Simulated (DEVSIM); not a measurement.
Device: Pd/SiO2/p-Si capacitor, at 300 K.

Layer 1 from the left is SiO2, thickness (nm) 19.0. Layer 2 from the left is Si, thickness (nm) 2400, Na (cm⁻³) 5.9e16.

Metal gate on the left, work function 5.2 eV. Fixed charge at the semiconductor interface 1.3e10 cm⁻² (in units of +e); no interface traps.

The device is made up for the run: typed textbook-type constants, with dimensions and the other settings drawn at random. Values at 300 K.

SiO2: gap (eV) 9, affinity (eV) 0.9, permittivity 3.9. Si: gap (eV) 1.124, affinity (eV) 4.05, permittivity 11.7, Nc (cm⁻³) 2.86e19, Nv (cm⁻³) 3.1e19.

Simulated with DEVSIM: 1D Poisson equation in equilibrium, Boltzmann statistics, complete ionisation; no quantum confinement or tunnelling. Metal contacts follow the ideal Schottky-Mott rule: no Fermi-level pinning, no interface dipoles.

Q: What does the simulation give for the minimum of the low-frequency capacitance?

A: minimum of the low-frequency capacitance 0.0603 μF/cm².
